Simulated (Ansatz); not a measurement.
Defect: O vacancy in polar orthorhombic HfO2, charge state +2. The step: a nearby O atom hops onto the vacant site; the atom moves 2.58 Å along (0.20, 0.02, 0.46) of the unit cell; the moving atom starts with neighbours Hf at 2.04, Hf at 2.15, Hf at 2.18; O at 2.60, O at 2.66 Å and ends with 2 Hf at 2.09, Hf at 2.18; O at 2.55, O at 2.64 Å. A PBE band in Ansatz (plane-wave PAW, the Γ point alone, 96 host sites, 27 SCF runs with any check of the saddle's order, static, no finite-size correction) gives a forward barrier of 0.50 eV. The saddle point's order was not checked. The host's phase is taken as given; its stability against other phases was not computed. The charge state is imposed; whether it is stable for some Fermi level was not computed. Forms of the defect that were not tried may lie lower.

Single points at the band's start and saddle point can refine it. Rough cost of one point, in units of the band's mean SCF on the same machine:

```json
[
 {"Level": "PBE, a 2×2×2 k-point mesh shifted by half a step", "Cost of one point": "about 10"},
 {"Level": "r2SCAN at 500 eV, the Γ point alone", "Cost of one point": "about 2"}
]
```

Problem. Which of these move the barrier by more than 0.1 eV, and how far does each move it?

Solution. Not one does. PBE, a 2×2×2 k-point mesh shifted by half a step: +0.01 eV; r2SCAN at 500 eV, the Γ point alone: +0.03 eV. Each functional is compared with PBE at the same k-points.

Ansatz is a quantum-chemistry and plane-wave program.
